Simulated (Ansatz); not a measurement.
Double-hcp Nd was calculated with PBEsol-D3(BJ) (plane waves, PAW; Ansatz, a quantum-chemistry and plane-wave program).

Numerical settings: plane-wave cutoff 520 eV, 18×18×6 k mesh (along the axes of the cell as run), Fermi–Dirac smearing 0.05 eV, spin-polarised with parallel moments, scalar-relativistic PAW data made under PBE.

Cell (relaxed at this level):

```xyz
4
Lattice="1.5885 -2.7513 0.0000 1.5885 2.7513 0.0000 0.0000 0.0000 10.2033" Properties=species:S:1:pos:R:3 pbc="T T T"
Nd     0.0000     0.0000     5.1016
Nd     0.0000     0.0000     0.0000
Nd     1.5885     0.9171     2.5508
Nd     1.5885    -0.9171     7.6524
```
Starting moments (μB, in the order of the record's atoms Nd Nd Nd Nd): 3.0 3.0 3.0 3.0.

Q: Predict the bulk modulus.

A: 
- bulk modulus = 25.6 GPa

The run finds no gap.

Note: the magnetic order was assumed, not searched for or taken from measurement; the 4f shell is treated without U or exact exchange, so its levels and filling can be wrong; the volume lies 35 % below that of the published cell; the bulk modulus comes from volumes at which shape and atoms were relaxed.

Spin–orbit coupling is not included.

It cost about 80 core-minutes (a rough figure) of CPU time.
